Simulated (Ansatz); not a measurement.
The starting structures come from a database of crystals and need not be the phases stable at ambient conditions.

Tunnelling through a barrier is set by its complex band structure: the current falls as exp(−2κd) with the smallest κ.

Data:

```
CELL_PARAMETERS angstrom
      5.88216     0.05023    -0.04936
     -1.33986     7.41360     0.04299
      1.33986    -0.08577     7.41323
ATOMIC_POSITIONS crystal
  V  0.79465 0.63450 0.20248
  V  0.20535 0.36550 0.79752
  V  0.70535 0.20248 0.63450
  V  0.29465 0.79752 0.36550
  Tl 0.25000 0.29311 0.29311
  Tl 0.75000 0.70689 0.70689
  Ag 0.25000 0.89989 0.89989
  Ag 0.75000 0.10011 0.10011
  O  0.53210 0.67106 0.35266
  O  0.46790 0.32894 0.64734
  O  0.96790 0.35266 0.67106
  O  0.03210 0.64734 0.32894
  O  0.76063 0.10789 0.43412
  O  0.23937 0.89211 0.56588
  O  0.73937 0.43412 0.10789
  O  0.26063 0.56588 0.89211
  O  0.13822 0.20303 0.95287
  O  0.86178 0.79697 0.04713
  O  0.36178 0.95287 0.20303
  O  0.63822 0.04713 0.79697
```

Space group of this cell: C2/c. The cell was relaxed by PBE-D3(BJ); by r2SCAN its mean pressure is -2.9 GPa.

Transport runs along the normal of the first two printed cell vectors.

No gap correction and no spin-orbit coupling; mid-gap values are interpolated between computed energies.

Problem. State the band gap and the smallest decay constant κ at mid-gap according to r2SCAN run with Ansatz (a first-principles code).

Solution. Gap 2.25 eV on a 6×4×4 mesh; κ = 0.477 1/Å, at (0.000, 0.500) of the in-plane reciprocal vectors. At the zone centre, at the nearest computed energy, the slowest state has κ = 0.49 1/Å.
